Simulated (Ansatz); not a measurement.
The reference is Hf in the hcp (Mg type) structure (space group P6_3/mmc, No. 194; a = 3.198 Å, c = 5.049 Å; relaxed with 0.1 eV smearing). Axes: x lies along a and z along c of the hexagonal cell.

Computed with Kohn–Sham DFT with the r2SCAN functional, run in Ansatz (a program for electronic structure) with PAW and 500 eV plane waves, no spin-orbit coupling, earlier PAW set.

Base values:

```
Item        Value
--------  -------
Pressure  0.0 GPa
```

Modification: biaxial strain −3.36 %, plane normal [001], relaxed out of plane (Cartesian); in-plane vectors clamped, the third vector and the atoms free.

Q: Predict the new pressure and out-of-plane strain.

A: The pressure (mean of the normal stresses, compression positive) goes from zero to 5.4 GPa; the out-of-plane strain amounts to +2.28 %.

Stability against distortions was not tested. The final runs are not spin-polarised.
